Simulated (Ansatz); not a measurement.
The starting structures come from a database of crystals and need not be the phases stable at ambient conditions.

Given:

```xyz
4
Lattice="3.3078 0.0000 0.0000 0.0000 4.9829 0.0000 1.6539 0.0000 2.8646" Properties=species:S:1:pos:R:3 pbc="T T T"
Mg     1.6539     4.9721     0.9549
Mg     3.3078     2.4807     1.9098
O      1.6539     2.9776     0.9549
O      3.3078     0.4861     1.9098
```

Space group of this cell: P6_3mc, wurtzite. The cell is taken as given; by r2SCAN its mean pressure is -0.6 GPa.

The numbers are results of r2SCAN (plane waves, PAW; Ansatz, a quantum-chemistry and plane-wave program), not measurements.

The current runs along the normal of the first two printed vectors; no spin-orbit coupling. Scaled by the factor s: both lengths across the current (ions clamped). Meshes 10×6×10 and 10×6 across the current in all rows.

```json
[
 {"s": "0.98", "mean pressure (GPa)": "4.8", "band gap (eV)": "?"},
 {"s": "1.00", "mean pressure (GPa)": "-0.6", "band gap (eV)": "4.14"},
 {"s": "1.02", "mean pressure (GPa)": "-5.0", "band gap (eV)": "3.93"}
]
```

**Question.** Take the slope of the band gap against ln s from the two given rows, extrapolate to s = 0.98, and say what the run there gives.

**Answer.** Slope = (3.93 − 4.14) / ln 1.02 = -10.6 eV. The line gives 4.14 + (-10.6) × ln 0.98 = 4.35 eV. The run gives 4.36 eV, 0.01 eV over the line, 3 % of the predicted step.
